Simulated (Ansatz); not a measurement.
Functionals compared on the (100) surface of fcc Al in its 1x1 cell, outermost plane spacing 2.02 Å in the ideal cut, in Ansatz (plane waves, PAW). The structure was relaxed with PBE; the other rows are single points on it, each with its references at the same level. Cutoff 420 eV (500 eV for r2SCAN).

Set-up: 6 atoms, 10.1 Å thick at the start (thin: gaps and levels are the slab's own); mesh 13x13x1; 0.1 eV smearing; dipole correction on; all atoms relaxed; symmetry of the start imposed; no spin, no spin-orbit, no U. These notes are the PBE run's.

```
functional  surface energy (J/m²)  work function of the top face (eV)          rough cost of the single point
----------  ---------------------  ----------------------------------  --------------------------------------
PBE                          0.92                                4.24                                       –
LDA                          1.08                                4.39                 roughly 10 core-seconds
PBEsol                       1.07                                4.29          around 10 core-seconds (rough)
RPBE                            ?                                   ?                 roughly 10 core-seconds
r2SCAN                       1.06                                4.31  about 20 core-seconds (a rough figure)
```

Q: Fill in the missing entries.

A: 
- RPBE, surface energy (J/m²): 0.83
- RPBE, work function of the top face (eV): 4.17

Ansatz is an electronic-structure program.
